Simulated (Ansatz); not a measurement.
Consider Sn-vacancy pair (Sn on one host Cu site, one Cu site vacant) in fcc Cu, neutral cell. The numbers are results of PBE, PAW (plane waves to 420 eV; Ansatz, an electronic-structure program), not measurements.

Settings: 32 host sites, the relaxed PBE lattice, a 2×2×2 k-point mesh shifted by half a step, smearing 0.10 eV, spin-restricted, no image-charge correction. No zero-point or tunnelling terms. Forms of the defect that were not tried may lie lower.

Barriers: single points on a 4×4×4 k-point mesh shifted by half a step at the bands' geometries (they differ from the bands' own by up to 0.07 eV, and are uncertain by about as much).

The step: direct exchange of Sn with the vacancy (Sn-vacancy distance between ideal sites 2.57 Å throughout). Atoms about the jump, Cartesian Å from the middle of the jump, before and after:

| atom | x0 | y0 | z0 | x1 | y1 | z1 |
|---|---|---|---|---|---|---|
| Sn1 | 0.00 | -0.74 | -0.74 | 0.00 | 0.74 | 0.74 |
| Cu2 | 1.91 | 0.98 | -0.91 | 1.91 | 0.91 | -0.98 |
| Cu3 | 1.91 | -0.91 | 0.98 | 1.91 | -0.98 | 0.91 |
| Cu4 | -1.92 | 0.98 | -0.91 | -1.92 | 0.91 | -0.98 |
| Cu5 | -1.92 | -0.91 | 0.98 | -1.92 | -0.98 | 0.91 |
| Cu6 | 0.00 | 2.68 | -0.88 | 0.00 | 2.77 | -0.96 |
| Cu7 | 0.00 | 0.96 | -2.77 | 0.00 | 0.88 | -2.68 |
| Cu8 | 0.00 | -0.88 | 2.68 | 0.00 | -0.96 | 2.77 |
| Cu9 | 0.00 | -2.77 | 0.96 | 0.00 | -2.68 | 0.88 |
| Cu10 | 1.79 | 2.70 | 0.92 | 1.82 | 2.77 | 0.90 |
| Cu11 | -1.80 | 2.71 | 0.92 | -1.83 | 2.77 | 0.90 |
| Cu12 | -1.83 | -0.90 | -2.77 | -1.80 | -0.92 | -2.71 |
| Cu13 | -1.80 | 0.92 | 2.71 | -1.83 | 0.90 | 2.76 |
| Cu14 | 1.82 | -0.90 | -2.77 | 1.79 | -0.92 | -2.70 |
| Cu15 | 1.82 | -2.77 | -0.90 | 1.80 | -2.71 | -0.92 |
| Cu16 | 1.80 | 0.92 | 2.71 | 1.82 | 0.90 | 2.77 |
| Cu17 | -1.83 | -2.76 | -0.90 | -1.80 | -2.71 | -0.92 |

Predict the transition state.


| atom | x | y | z |
|---|---|---|---|
| Sn1 | 0.00 | 0.00 | -0.01 |
| Cu2 | 2.07 | 0.98 | -1.00 |
| Cu3 | 2.07 | -0.99 | 0.98 |
| Cu4 | -2.07 | 0.98 | -1.00 |
| Cu5 | -2.07 | -0.99 | 0.98 |
| Cu6 | 0.00 | 2.70 | -0.91 |
| Cu7 | 0.00 | 0.90 | -2.71 |
| Cu8 | 0.00 | -0.91 | 2.69 |
| Cu9 | 0.00 | -2.70 | 0.89 |
| Cu10 | 1.76 | 2.70 | 0.89 |
| Cu11 | -1.76 | 2.70 | 0.89 |
| Cu12 | -1.76 | -0.90 | -2.71 |
| Cu13 | -1.76 | 0.90 | 2.69 |
| Cu14 | 1.76 | -0.90 | -2.71 |
| Cu15 | 1.76 | -2.71 | -0.91 |
| Cu16 | 1.76 | 0.90 | 2.70 |
| Cu17 | -1.76 | -2.71 | -0.91 |
It lies 0.41 eV above the start and 0.41 eV above the end. The saddle point's order was not checked, and it lies on a symmetry element of the cell, where a band can be held.
